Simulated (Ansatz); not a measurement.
Base system: WSi2 (space group I4/mmm, No. 139; a = 3.202 Å, c = 7.818 Å; relaxed with 0.1 eV smearing). Axes: x, y, z lie along a, b, c of the conventional cell.

Structures relaxed with PBEsol (Ansatz, an electronic-structure program, PAW, spin-orbit coupling left out).

Base:

Simulated powder pattern, Cu Kα1, λ = 1.54056 Å (kinematic, ideal powder, no thermal factors, no anomalous dispersion; the 10 strongest lines at most, above 2 %, up to 2θ = 90°):

```
2θ (°)  I/Imax (%)    hkl
------  ----------  -----
22.73           50  (002)
30.13          100  (101)
39.77           59  (110)
44.80           84  (103)
46.30           33  (112)
57.51           20  (200)
62.65           14  (202)
66.30           23  (211)
75.72           37  (213)
86.01           14  (116)
```

After one change:

Simulated powder pattern, Cu Kα1, λ = 1.54056 Å (kinematic, ideal powder, no thermal factors, no anomalous dispersion; the 10 strongest lines at most, above 2 %, up to 2θ = 90°):

```json
[
 {"2θ (°)": "22.92", "I/Imax (%)": "47"},
 {"2θ (°)": "29.53", "I/Imax (%)": "100"},
 {"2θ (°)": "38.76", "I/Imax (%)": "60"},
 {"2θ (°)": "44.58", "I/Imax (%)": "81"},
 {"2θ (°)": "45.51", "I/Imax (%)": "33"},
 {"2θ (°)": "55.98", "I/Imax (%)": "21"},
 {"2θ (°)": "61.28", "I/Imax (%)": "14"},
 {"2θ (°)": "64.56", "I/Imax (%)": "24"},
 {"2θ (°)": "74.24", "I/Imax (%)": "37"},
 {"2θ (°)": "86.03", "I/Imax (%)": "13"}
]
```

**Question.** Which change produced these results?
A) biaxial strain −3.00 %, plane normal [001], relaxed out of plane
B) biaxial strain +2.50 %, plane normal [001], relaxed out of plane
C) biaxial strain −1.00 %, plane normal [001], relaxed out of plane
D) biaxial strain −1.50 %, plane normal [001], relaxed out of plane

**Answer.** B, biaxial strain +2.50 %, plane normal [001], relaxed out of plane. Its volume per atom is 13.92 Å³ against 13.36 Å³, and its space group is I4/mmm (No. 139).

No phonon test of stability was made. All final runs are without spin polarisation.
